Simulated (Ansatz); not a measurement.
One C atom on a Si site, 3x3x3 cubic cells, neutral, without spin

Geometry as solved with PBE, support functions at accuracy medium on the grid of 420 eV run with Ansatz (a quantum-chemistry and plane-wave program).

```xyz
216
Lattice="16.41 0.00 0.00 0.00 16.41 0.00 0.00 0.00 16.41" Properties=species:S:1:pos:R:3 pbc="T T T"
Si     0.00     0.00     0.00
Si     1.37     1.37     1.37
Si     2.74     2.74     0.01
Si     4.11     4.11     1.38
Si     2.74     0.01     2.74
Si     4.11     1.38     4.11
Si     0.01     2.74     2.74
Si     1.38     4.11     4.11
Si     0.01     0.01     5.47
Si     1.40     1.40     6.84
Si     2.79     2.79     5.48
Si     4.18     4.18     6.84
Si     2.74     0.00     8.20
Si     4.10     1.37     9.57
Si     0.00     2.74     8.20
Si     1.37     4.10     9.57
Si     0.00     0.00    10.94
Si     1.37     1.37    12.31
Si     2.74     2.73    10.94
Si     4.10     4.10    12.30
Si     2.74     0.00    13.68
Si     4.11     1.37    15.04
Si     0.00     2.74    13.68
Si     1.37     4.11    15.04
Si     0.01     5.47     0.01
Si     1.40     6.84     1.40
Si     2.74     8.20     0.00
Si     4.10     9.57     1.37
Si     2.79     5.47     2.79
Si     4.18     6.85     4.18
Si     0.00     8.20     2.74
Si     1.37     9.57     4.10
Si     0.00     5.47     5.47
Si     1.38     6.84     6.84
Si     2.74     8.21     5.47
Si     4.18     9.49     6.83
Si     2.75     5.47     8.21
Si     4.18     6.83     9.49
Si     0.00     8.20     8.20
Si     1.38     9.56     9.56
Si     0.00     5.47    10.94
Si     1.40     6.84    12.28
Si     2.79     8.20    10.89
Si     4.11     9.56    12.29
Si     2.74     5.47    13.67
Si     4.11     6.84    15.04
Si     0.01     8.20    13.66
Si     1.37     9.57    15.04
Si     0.00    10.94     0.00
Si     1.37    12.31     1.37
Si     2.74    13.67     0.00
Si     4.11    15.04     1.37
Si     2.73    10.94     2.73
Si     4.10    12.30     4.10
Si     0.00    13.67     2.74
Si     1.37    15.04     4.11
Si     0.00    10.93     5.47
Si     1.40    12.28     6.84
Si     2.74    13.67     5.47
Si     4.11    15.04     6.84
Si     2.79    10.89     8.20
Si     4.11    12.29     9.56
Si     0.02    13.66     8.20
Si     1.37    15.04     9.57
Si     0.01    10.93    10.93
Si     1.37    12.30    12.30
Si     2.74    13.67    10.93
Si     4.11    15.04    12.30
Si     2.74    10.93    13.67
Si     4.11    12.30    15.04
Si     0.00    13.67    13.67
Si     1.37    15.04    15.04
Si     5.47     0.01     0.01
Si     6.84     1.40     1.40
Si     8.20     2.74     0.00
Si     9.57     4.10     1.37
Si     8.20     0.00     2.74
Si     9.57     1.37     4.10
Si     5.48     2.79     2.79
Si     6.84     4.18     4.18
Si     5.47     0.00     5.47
Si     6.84     1.38     6.84
Si     8.21     2.74     5.47
Si     9.49     4.18     6.83
Si     8.20     0.00     8.20
Si     9.57     1.38     9.57
Si     5.47     2.74     8.21
Si     6.83     4.18     9.49
Si     5.47     0.00    10.94
Si     6.84     1.40    12.28
Si     8.20     2.79    10.89
Si     9.57     4.11    12.29
Si     8.20     0.01    13.66
Si     9.57     1.37    15.04
Si     5.47     2.74    13.67
Si     6.84     4.11    15.04
Si     5.47     5.47     0.00
Si     6.84     6.84     1.38
Si     8.20     8.20     0.00
Si     9.57     9.56     1.38
Si     8.21     5.47     2.74
Si     9.49     6.83     4.18
Si     5.47     8.21     2.74
Si     6.83     9.49     4.18
Si     5.67     5.67     5.67
C      6.84     6.84     6.84
Si     8.00     8.00     5.67
Si     9.49     9.49     6.85
Si     8.00     5.67     8.00
Si     9.49     6.84     9.49
Si     5.67     8.00     8.00
Si     6.85     9.49     9.49
Si     5.47     5.47    10.93
Si     6.84     6.84    12.30
Si     8.21     8.21    10.93
Si     9.57     9.57    12.30
Si     8.20     5.47    13.67
Si     9.57     6.84    15.04
Si     5.47     8.20    13.67
Si     6.84     9.57    15.04
Si     5.47    10.93     0.00
Si     6.84    12.28     1.40
Si     8.20    13.66     0.01
Si     9.57    15.04     1.37
Si     8.20    10.89     2.79
Si     9.57    12.29     4.11
Si     5.47    13.67     2.74
Si     6.84    15.04     4.11
Si     5.47    10.93     5.47
Si     6.84    12.30     6.84
Si     8.20    13.67     5.47
Si     9.57    15.04     6.84
Si     8.21    10.93     8.21
Si     9.57    12.30     9.57
Si     5.47    13.67     8.20
Si     6.84    15.04     9.57
Si     5.48    10.89    10.89
Si     6.84    12.28    12.28
Si     8.20    13.67    10.94
Si     9.57    15.04    12.30
Si     8.20    10.93    13.67
Si     9.57    12.30    15.04
Si     5.47    13.66    13.66
Si     6.84    15.04    15.04
Si    10.94     0.00     0.00
Si    12.31     1.37     1.37
Si    13.68     2.74     0.00
Si    15.04     4.11     1.37
Si    13.68     0.00     2.74
Si    15.04     1.37     4.11
Si    10.94     2.73     2.73
Si    12.30     4.10     4.10
Si    10.94     0.00     5.47
Si    12.28     1.40     6.84
Si    13.67     2.74     5.47
Si    15.04     4.11     6.84
Si    13.66     0.01     8.20
Si    15.04     1.37     9.57
Si    10.89     2.79     8.20
Si    12.30     4.11     9.57
Si    10.93     0.01    10.93
Si    12.31     1.37    12.31
Si    13.67     2.74    10.93
Si    15.04     4.11    12.30
Si    13.67     0.00    13.67
Si    15.04     1.37    15.04
Si    10.93     2.74    13.67
Si    12.30     4.11    15.04
Si    10.94     5.47     0.00
Si    12.28     6.84     1.40
Si    13.66     8.20     0.01
Si    15.04     9.57     1.37
Si    13.67     5.47     2.74
Si    15.04     6.84     4.11
Si    10.89     8.20     2.79
Si    12.29     9.56     4.11
Si    10.93     5.47     5.47
Si    12.30     6.84     6.84
Si    13.67     8.20     5.47
Si    15.04     9.57     6.84
Si    13.67     5.47     8.20
Si    15.04     6.84     9.57
Si    10.93     8.21     8.21
Si    12.30     9.57     9.57
Si    10.89     5.47    10.89
Si    12.28     6.84    12.28
Si    13.67     8.20    10.93
Si    15.04     9.57    12.30
Si    13.66     5.47    13.66
Si    15.04     6.84    15.04
Si    10.94     8.20    13.67
Si    12.30     9.57    15.04
Si    10.93    10.93     0.01
Si    12.31    12.30     1.37
Si    13.67    13.67     0.00
Si    15.04    15.04     1.37
Si    13.67    10.93     2.74
Si    15.04    12.30     4.11
Si    10.93    13.67     2.74
Si    12.30    15.04     4.11
Si    10.89    10.89     5.48
Si    12.28    12.28     6.84
Si    13.66    13.66     5.47
Si    15.04    15.04     6.84
Si    13.67    10.93     8.20
Si    15.04    12.30     9.57
Si    10.94    13.67     8.20
Si    12.30    15.04     9.57
Si    10.94    10.94    10.94
Si    12.31    12.31    12.31
Si    13.68    13.67    10.94
Si    15.04    15.04    12.31
Si    13.68    10.94    13.68
Si    15.04    12.31    15.04
Si    10.94    13.67    13.68
Si    12.31    15.04    15.04
```
